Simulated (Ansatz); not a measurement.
Consider MgSe in the rock salt structure (space group Fm-3m, No. 225).

```xyz
2
Lattice="0.0000 2.7248 2.7248 2.7248 0.0000 2.7248 2.7248 2.7248 0.0000" Properties=species:S:1:pos:R:3 pbc="T T T"
Mg     0.0000     0.0000     0.0000
Se     2.7248     2.7248     2.7248
```

Calculations: Kohn–Sham DFT with the PBEsol functional, run in Ansatz (a first-principles code) with PAW and 420 eV plane waves, no SOC.

Before the change:

- Volume per atom = 20.23 Å³
- Smallest direct gap = 2.50 eV
- Band gap = 1.78 eV

The change: cell and atoms relaxed at a pressure of 0.9 GPa.

**Question.** How does this affect the volume per atom, smallest direct gap and band gap?

**Answer.** The volume per atom falls by 0.27 Å³, from 20.23 Å³ to 19.96 Å³; the smallest direct gap grows by 0.09 eV, from 2.50 eV to 2.59 eV; the band gap goes up by 0.02 eV, from 1.78 eV to 1.80 eV.

Load acts through the strain it causes; cell and atoms are relaxed under it. Stability against distortions was not tested.
